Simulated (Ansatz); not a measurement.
We consider cubic perovskite BaLiF₃, described by r²SCAN (plane waves, PAW; Ansatz, a quantum-chemistry and plane-wave program).

Run with plane-wave cutoff 560 eV, 8×8×8 k mesh, Fermi–Dirac smearing 0.01 eV, scalar-relativistic PAW data made under PBE.

The direct gap at Γ against volume; x = 100 ln(V/12.623 Å³). One gap is withheld.

```csv
V (Å³/atom),x,gap (eV)
11.866,-6.18,7.502
12.118,-4.08,7.469
12.370,-2.02,7.435
12.623,0.00,7.400
12.875,1.98,7.364
13.128,3.92,7.326
13.380,5.82,?
```

Fit a straight line to the rows shown, give the volume deformation potential and predict the withheld gap.

Means of the 6 rows: x̄ = -1.063, ȳ = 7.4160 eV. Σ(x − x̄)(y − ȳ) = -1.2419 and Σ(x − x̄)² = 71.422, so the slope is -0.0174 eV per unit of x, and dE_g/d ln V = -1.7 eV. At x = 5.82: 7.4160 + (-0.0174) × (5.82 − (-1.063)) = 7.296 eV. The run gives 7.289 eV, 0.007 eV below the line.

Spin–orbit coupling is not included.

Note: the relaxation could not lower the start's symmetry, so the cell can be a saddle point above a distorted one.
